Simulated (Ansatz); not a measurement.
```
CELL_PARAMETERS angstrom
      3.97850     0.00000     0.00000
      0.00000     3.97850     0.00000
      0.00000     0.00000     3.97850
ATOMIC_POSITIONS crystal
  K  0.00000 0.00000 0.00000
  Ta 0.50000 0.50000 0.50000
  O  0.00000 0.50000 0.50000
  O  0.50000 0.50000 0.00000
  O  0.50000 0.00000 0.50000
```

No spin polarisation.

Computed with DFT with PBE, PAW potentials and a 420 eV plane-wave cutoff in Ansatz (a program for electronic structure), without spin-orbit coupling. Settings: 8×8×8 k-points, 0.05 eV Fermi–Dirac smearing.

Q: What smallest direct gap does the calculation give?

A: 2.85 eV.

Q: Predict the band gap.

A: 2.24 eV.

Spin-orbit coupling, missing from the scalar runs, can matter with Ta. Load acts through the strain it causes; cell and atoms are relaxed under it. Whether these cells are dynamically stable was not tested. Competing high-pressure phases were not computed. The cell was made from KTaO3 in the cubic perovskite structure (space group Pm-3m, No. 221) by this change: pressure 7 GPa.
